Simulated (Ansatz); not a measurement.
Base system: AlN in the zinc blende structure (space group F-43m, No. 216).

```
CELL_PARAMETERS angstrom
      0.00000     2.18488     2.18488
      2.18488     0.00000     2.18488
      2.18488     2.18488     0.00000
ATOMIC_POSITIONS crystal
  Al 0.00000 0.00000 0.00000
  N  0.25000 0.25000 0.25000
```

Cartesian axes are those of the cell as printed.

Calculations: Kohn–Sham DFT with the r2SCAN functional, run in Ansatz (a program for electronic structure) with PAW and 500 eV plane waves, spin-orbit coupling left out.

Strains are applied to the cell and any free atomic positions relax; under biaxial strain the out-of-plane vector relaxes too.

One change was made to it. Results:

| quantity | base | after |
|---|---|---|
| valley order (the lowest conduction-band minima on the path, energy above the VBM, named in the base's zone) | X along ⟨100⟩ 3.94 eV; Γ 4.84 eV | X along [100] 3.92 eV; Γ 4.93 eV |
| pressure (mean of the normal stresses, compression positive) | 0.01 GPa | 3.00 GPa |

**Question.** What was done to the base?
A) biaxial strain −2.50 %, plane normal [111], relaxed out of plane
B) biaxial strain −1.25 %, plane normal [111], relaxed out of plane
C) biaxial strain −2.08 %, plane normal [111], relaxed out of plane
D) biaxial strain −0.83 %, plane normal [111], relaxed out of plane

**Answer.** D, biaxial strain −0.83 %, plane normal [111], relaxed out of plane. For comparison, the valley order in the other runs: biaxial strain −2.50 %, plane normal [111], relaxed out of plane gives X along [100] 3.84 eV; Γ 5.08 eV; biaxial strain −1.25 %, plane normal [111], relaxed out of plane gives X along [100] 3.90 eV; Γ 4.98 eV; biaxial strain −2.08 %, plane normal [111], relaxed out of plane gives X along [100] 3.86 eV; Γ 5.05 eV.

The levels and masses belong to the bands next to the band gap. Whether these cells are dynamically stable was not tested. This is not the structure that AlN has at room temperature and ambient pressure.
